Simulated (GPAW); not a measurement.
Input and output of a self-consistent single point for TiB₂Mo (Amm2, 4 atoms in the cell) (GPAW).

Method of the run: LDA (Perdew-Wang 92), GPAW PAW datasets LDA (gpaw-data 1.0.1) (plane waves; GPAW).

The change in words: lattice scaled by 0.98. Reference geometry:
```
CELL_PARAMETERS angstrom
      3.11544     0.00000     0.00000
      0.00000     1.60565     4.26666
      0.00000    -1.60565     4.26666
ATOMIC_POSITIONS crystal
  Ti 0.00000 0.14730 0.14730
  B  0.50000 0.55875 0.55875
  B  0.00000 0.43994 0.43994
  Mo 0.50000 0.85402 0.85402
```

Reference input (self-consistent single point, DFT LDA (Perdew-Wang 92), plane waves, GPAW PAW datasets LDA (gpaw-data 1.0.1)): mode = pw; ecut = 900 eV; xc = LDA; kpts = 10 10 10; mesh shift (steps) = 0 0 0; occupations.name = fermi-dirac; occupations.width = 0.1 eV; nbands = -12; convergence.density = 1e-05 e/electron; symmetry.symmorphic = false; symmetry.tolerance = 0.0005; maxiter = 150. This run's input differs from it in these lines:

```diff
@@ -5,5 +5,5 @@
 atoms = Atoms(['Ti', 'B', 'B', 'Mo'],
-              cell=[[3.115440, 0.000000, 0.000000],
-                    [0.000000, 1.605651, 4.266662],
-                    [0.000000, -1.605651, 4.266662]],
+              cell=[[3.053131, 0.000000, 0.000000],
+                    [0.000000, 1.573538, 4.181329],
+                    [0.000000, -1.573538, 4.181329]],
               scaled_positions=[[0.000000, 0.147300, 0.147300],
```

The program printed (abridged):

```
     iter     time        total  log10-change:
                         energy   eigst   dens
iter:   1 --:--:--   -43.133402
iter:   2 --:--:--   -41.606322   -0.88  -1.03
iter:   3 --:--:--   -38.794333   -0.68  -1.10
iter:   4 --:--:--   -38.596611   -2.12  -1.48
iter:   5 --:--:--   -38.514633   -2.19  -1.58
iter:   6 --:--:--   -38.491583   -2.20  -1.72
iter:   7 --:--:--   -38.486418   -2.78  -1.99
iter:   8 --:--:--   -38.493697c  -2.83  -2.23
iter:   9 --:--:--   -38.479675c  -3.55  -2.30
iter:  10 --:--:--   -38.479649c  -4.90  -3.04
iter:  11 --:--:--   -38.479601c  -5.45  -3.07
iter:  12 --:--:--   -38.479495c  -4.71  -3.10
iter:  13 --:--:--   -38.479439c  -5.68  -3.30
iter:  14 --:--:--   -38.479434c  -5.49  -3.37
iter:  15 --:--:--   -38.479398c  -5.52  -3.60
iter:  16 --:--:--   -38.479401c  -6.85  -4.02
iter:  17 --:--:--   -38.479405c  -7.46c -4.07
iter:  18 --:--:--   -38.479406c  -8.17c -4.14
iter:  19 --:--:--   -38.479405c  -7.94c -4.22
iter:  20 --:--:--   -38.479404c  -7.53c -4.32
iter:  21 --:--:--   -38.479403c  -7.44c -4.45
iter:  22 --:--:--   -38.479401c  -7.80c -4.68
iter:  23 --:--:--   -38.479401c  -9.24c -5.10c
Converged after 23 iterations.

Dipole moment: (-0.000000, -0.000000, 3.193762) |e|*Ang

Energy contributions relative to reference atoms: (reference = -134518.990665)

Kinetic:        +12.352644
Potential:      -15.215343
External:        +0.000000
XC:             -35.397554
Entropy (-ST):   -0.027706
Local:           -0.205295
SIC:             +0.000000
--------------------------
Free energy:    -38.493254
Extrapolated:   -38.479401

Showing only first 2 kpts
 Kpt  Band  Eigenvalues  Occupancy
  0    14     11.52699    1.99732
  0    15     12.46054    0.12333
  0    16     12.82845    0.00331
  0    17     12.92911    0.00121

  1    14     11.43689    1.99891
  1    15     11.97721    1.78392
  1    16     12.35341    0.32193
  1    17     12.49103    0.09242

Fermi level: 12.18830

No gap
No difference between direct/indirect transitions
Energy (eV): -38.479401

Forces in eV/Ang:
  0 Ti    0.00000    0.00000   -0.04099
  1 B     0.00000    0.00000   -0.02534
  2 B     0.00000    0.00000    0.07199
  3 Mo    0.00000    0.00000   -0.00510

Stress tensor:
     0.026593     0.000000     0.000000
     0.000000     0.028791     0.000000
     0.000000     0.000000     0.026552
Stress (GPa, Voigt): [4.2606 4.6129 4.2541 0.     0.     0.    ]
```

The run converged in 23 iterations. GPAW prints stress with tension positive. Against the reference run the free energy drops by 47.2 meV/atom and the largest force goes from 0.221 to 0.072 eV/Å.

At such cutoffs GPAW's stress carries a finite-basis (Pulay) error, which enters relaxed cells too; its log prints stress with tension positive.

The starting cell comes from a database of computed structures (which also holds hypothetical and non-ambient phases and stackings), without a prior relaxation at this level. Its lattice was rescaled by a random factor within 2.5 % of one. For this run, on top of that: lattice scaled by 0.98. Spin polarisation is off.

Cost on one core of a shared machine: roughly 8 min.
